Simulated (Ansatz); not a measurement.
## How the bulk modulus B0 of TiS2 (P-3m1, No. 164, 3 atoms in the cell; start COD 1537865) moves with the method

No measured value is used here.

| level (code) | value (GPa) | cell (Å³/atom) |
|---|---|---|
| LDA (Ansatz) | 44.5 | 17.28 |
| PBE (Ansatz) | 2.97 | 22.08 |
| PBEsol (Ansatz) | ___ | 18.28 |

Task: Fill in the missing entries.

Result: 
- PBEsol (Ansatz, a quantum-chemistry and plane-wave program), value (GPa): 24.9

LDA, PBE, PBEsol: the bulk modulus is −V dP/dV from two relaxed cells at ±2 % in volume. LDA, PBE, PBEsol: the relaxation could not lower the start's symmetry, so the cell can be a saddle point above a distorted one. Each level is taken at its own relaxed cell. Ansatz's density-functional and Hartree–Fock values are scalar-relativistic unless marked +SOC, with PAW data made under PBE.
